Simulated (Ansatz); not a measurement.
Short convergence ladders for BaCoSO (Cm, 8 atoms in the cell)

```
BaCoSO
1.0
    2.02376    -6.47627     0.00000
    2.02376     6.47627     0.00000
    0.00000     0.00000     6.19808
Ba Co S O
2 2 2 2
Direct
  0.61362   0.38638   0.25807
  0.38638   0.61362   0.75000
  0.90564   0.09436   0.25000
  0.09436   0.90564   0.75000
  0.30957   0.69043   0.25000
  0.69043   0.30957   0.75000
  0.00000   0.00000   0.50000
  0.00000   0.00000   0.00000
```
Moments meant for the start (each program seeds them in its own way; μB, in the order of the atoms Ba Ba Co Co S S O O): 0.0 0.0 3.0 3.0 0.0 0.0 0.0 0.0.

Base method: LDA (PW92)+U, default PAW files made with PBE (plane waves; Ansatz, a quantum-chemistry and plane-wave program).

Base settings: basis.ecutwfc = 420 eV; kpoints.mp_grid.grid = 3 3 2; hamiltonian.xc = lda; hamiltonian.pseudopotentials = {kind: paw} (the program's default PAW files); hamiltonian.hubbard.sites = [{species: Co, l: d, u_eff: 3.32}] eV; magnetization.spin_polarized = true; scf.occupations.method = gaussian; scf.occupations.width = 0.1 eV.

The count of work is k-points × plane waves × bands × iterations; it is no time. Core times come from one kind of shared machine, to one figure; runs under 30 s give none.

**The plane-wave cutoff**

The second cell is the first with its lattice scaled by 0.98.

The mesh stays at the base's, so the ladder's end is converged at best in this setting alone.

The first pressure column holds Ansatz's estimate of the finite-basis (Pulay) stress, which hides part of the cutoff error; the other is without it.

Only quantities that move along the ladder and can be compared are tabulated; the gap is left out on so coarse a mesh.

The magnetic state is not the same in all runs (site moments differ, or a search went on to a lower state), so steps between rows are not convergence errors alone.

These are the values that this program gave, and no reference: magnets with a U can end in a higher state.

```csv
basis.ecutwfc,free energy less the last step's (meV/atom),energy of the compressed cell less the first (meV/atom),pressure (GPa),pressure without the Pulay estimate (GPa),largest difference of a force vector from the last step's (eV/Å),count of work / last,core time / last (rough)
145 eV,38130.64,45.12,1.27,-884.23,6.070,0.090,0.2
190 eV,9735.70,-101.61,-6.86,-300.89,1.741,0.20,0.5
230 eV,2860.72,-17.85,-8.11,-115.75,0.450,0.17,0.2
295 eV,343.43,-43.01,-7.81,-26.47,0.116,0.22,0.2
380 eV,14.32,-43.91,-7.75,-8.80,0.002,0.29,0.3
420 eV,3.76,-44.32,-7.75,-8.00,0.000,0.35,0.4
840 eV,0.00,-44.27,-7.75,-7.76,0.000,1.0,1
```

Coarsest basis.ecutwfc that holds the free energy within 5 meV/atom: not settled: the last two steps still differ by 3.8 meV/atom, over half the tolerance, so the ladder does not show it.

Coarsest basis.ecutwfc that holds the pressure without the Pulay estimate within 0.5 GPa of the last step, with all finer ones: 420 eV, at 0.35 of the last step's count of work and about 0.4 of the last step's time; the step before is off by 1.0 GPa.

Coarsest basis.ecutwfc that holds the energy of the compressed cell less the first within 0.5 meV/atom of the last step, with all finer ones: 380 eV, at 0.29 of the last step's count of work and about 0.3 of the last step's time; the step before is off by 1.3 meV/atom.

At the lowest cutoff the pressure without the Pulay estimate lies 876 GPa under the last step's, the usual sign of Pulay stress in an incomplete plane-wave basis.

**The density cutoff**

The mesh stays at the base's, so the ladder's end is converged at best in this setting alone.

Only quantities that move along the ladder and can be compared are tabulated; the gap is left out on so coarse a mesh.

These are the values that this program gave, and no reference: magnets with a U can end in a higher state.

```tsv
basis.ecutrho_ratio	free energy less the last step's (meV/atom)	pressure (GPa)	core time / last (rough)
2	-4.65	-7.45	0.8
3	-0.03	-7.75	0.9
4	0.00	-7.75	0.9
6	0.00	-7.75	0.9
10	0.00	-7.75	0.9
16	0.00	-7.75	1
```

Coarsest basis.ecutrho_ratio that holds the free energy within 1 meV/atom of the last step, with all finer ones: 3; the step before is off by 4.6 meV/atom.

Coarsest basis.ecutrho_ratio that holds the pressure within 0.1 GPa of the last step, with all finer ones: 3; the step before is off by 0.30 GPa.

On the base run: the starting cell comes from a database of computed structures (which also holds hypothetical and non-ambient phases and stackings), without a prior relaxation at this level. Its lattice was rescaled by up to half a per cent. One atom was moved a little off its site on purpose. The magnetic order is the one reached from the typed start; others were not searched systematically. With U or open f shells several self-consistent states can exist. The program warned that, by what it read of turns of the moments, another magnetic order lies lower. In the base run, with a pressure of about -8 GPa the cell is away from its equilibrium volume at this level.

Keys are those of Ansatz 0.2.
